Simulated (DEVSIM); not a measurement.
Device: abrupt GaP p-n junction, at 300 K.

Layer 1 from the left is GaP, thickness (μm) 19.0, Na (cm⁻³) 2e18, τn (s) 1.5e-6, τp (s) 1.5e-6. Layer 2 from the left is GaP, thickness (μm) 280, Nd (cm⁻³) 1.7e15, τn (s) 1.5e-6, τp (s) 1.5e-6.

Left contact: ohmic. Right contact: ohmic. Voltage is applied to the left contact. Recombination: SRH at mid-gap, radiative. Mobility is μmin + (μ − μmin)/(1 + (N/Nref)^α).

Constants are typed, rounded textbook-type inputs, not results; the design itself was drawn at random and stands for no fabricated device. Values at 300 K.

GaP: gap (eV) 2.26, affinity (eV) 3.8, permittivity 11.1, Nc (cm⁻³) 1.8e19, Nv (cm⁻³) 1.9e19, μn (cm²/Vs) 250, μp (cm²/Vs) 150, μn,min 10, μp,min 10, Nref,n 4.4e18, Nref,p 1e18, αn 0.8, αp 0.85, B (cm³/s) 1e-13.

Model (solved in DEVSIM): 1D drift-diffusion, Boltzmann statistics, complete ionisation; no tunnelling, impact ionisation, image-force lowering or self-heating.

Dark forward current:

```tsv
|V| (V)	|J| (A/cm²)
0.70	3.755e-13
0.75	1.013e-12
0.80	2.736e-12
0.85	7.400e-12
0.90	2.005e-11
0.95	5.444e-11
1.00	1.481e-10
1.05	4.042e-10
1.10	1.107e-9
1.15	3.045e-9
1.20	8.445e-9
1.25	2.374e-8
1.30	6.852e-8
1.35	2.086e-7
1.40	7.026e-7
1.45	2.775e-6
1.50	1.326e-5
1.55	7.450e-5
1.60	0.0004616
1.65	0.002918
1.70	0.01592
1.75	0.05651
1.80	0.1279
1.85	0.2212
1.90	0.3301
1.95	0.4514
```

Q: Work out the local ideality factor n = ΔV / (kT/q · ln(J2/J1)) between the rows 0.70 and 0.75 V, 1.60 and 1.65 V, 1.90 and 1.95 V.

A: kT/q = 25.85 mV. From 0.70 to 0.75 V: ln(1.013e-12/3.755e-13) = 0.992, n = 1.95, near the 2 of recombination in the depletion region. From 1.60 to 1.65 V: ln(0.002918/0.0004616) = 1.844, n = 1.05, near the 1 of diffusion or emission over a barrier. From 1.90 to 1.95 V: ln(0.4514/0.3301) = 0.313, n = 6.18; the layers' resistance at their doping, Σ W/(qμN) = 0.41 Ω cm², would take 50 mV of this step of 50 mV.

Q: Estimate the current at 1.60 V from the Shockley equation with J0 = Σ q ni² D/(N L) coth(W/L), τ joining the SRH, radiative and Auger lifetimes that are on, and W taken as the whole layer.

A: ni² = 3.67 cm⁻⁶; electrons in the p layer: μ = 167 cm²/Vs, D = 4.31 cm²/s, τ = 1.15e-6 s, L = 22.3 μm, W/L = 0.85, term 8.21e-34 A/cm²; holes in the n layer: μ = 149 cm²/Vs, D = 3.86 cm²/s, τ = 1.50e-6 s, L = 24.1 μm, W/L = 12, term 5.55e-31 A/cm². J0 = 5.56e-31 A/cm², and J = J0 exp(qV/kT) = 0.000423 A/cm². The simulation gives 0.000462 A/cm²; the estimate lies 8.4 % below. The estimate leaves out recombination in the depletion region and that region's share of W.
